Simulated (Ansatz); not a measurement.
ZnSnN2 (Pna2₁, No. 33, 16 atoms in the cell; start mp-1029469) was calculated with HSE06 (Ansatz, a program for electronic structure, plane waves, PAW).

Numerical settings: plane-wave cutoff 500 eV, 4×4×4 k mesh, gaussian smearing 0.02 eV, scalar-relativistic PAW data made under PBE.

Cell (relaxed with r²SCAN):

```
CELL_PARAMETERS angstrom
      5.84672     0.00000     0.00000
      0.00000     6.73287     0.00000
      0.00000     0.00000     5.47446
ATOMIC_POSITIONS crystal
  Zn 0.58274 0.87497 0.99881
  Zn 0.41726 0.12503 0.49881
  Zn 0.91726 0.37497 0.49881
  Zn 0.08274 0.62503 0.99881
  Sn 0.58806 0.37508 0.99924
  Sn 0.41194 0.62492 0.49924
  Sn 0.91194 0.87508 0.49924
  Sn 0.08806 0.12492 0.99924
  N  0.58252 0.37441 0.37825
  N  0.41748 0.62559 0.87825
  N  0.91748 0.87441 0.87825
  N  0.08252 0.12559 0.37825
  N  0.57997 0.87568 0.37369
  N  0.42003 0.12432 0.87369
  N  0.92003 0.37568 0.87369
  N  0.07997 0.62432 0.37369
```

What does this level give for the band gap?


* **band gap**: 1.34 eV (on the SCF k mesh)

Note: cell and atoms aren't relaxed at this level (largest force component 0.21 eV/Å, pressure -0.6 GPa).

Spin–orbit coupling is not included.

Computed values are for the static lattice.

Computing time: about 40 core-minutes (a rough figure).

A start named mp-… is a Materials Project structure, which need not be a measured phase.
